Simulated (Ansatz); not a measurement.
The parent structure is WSe$_{2}$ in the 2H-MoS2 type structure (space group P6_3/mmc, No. 194; a = 3.2999 Å, c = 13.1513 Å; layered, stacked along the Cartesian z axis).

Levels (all Ansatz, a first-principles code, PAW): r2SCAN+rVV10 (500 eV, no spin-orbit coupling); HSE06 (420 eV, scalar-relativistic without spin-orbit coupling).

The geometry is relaxed with r2SCAN+rVV10.

- r2SCAN+rVV10 lowest conduction level above the VBM at special points = K 1.37 eV; H 1.37 eV; M 2.21 eV; Γ 2.77 eV

With HSE06 at the same geometry, the lowest conduction level above the VBM at special points goes from K 1.37 eV; H 1.37 eV; M 2.21 eV; Γ 2.77 eV to K 1.74 eV; H 1.74 eV; M 2.72 eV; Γ 3.29 eV.

Single points use the geometry relaxed with r2SCAN+rVV10. HSE06 gaps are upper bounds (no full band path). The levels and masses belong to the bands next to the band gap. Stability against distortions was not tested.
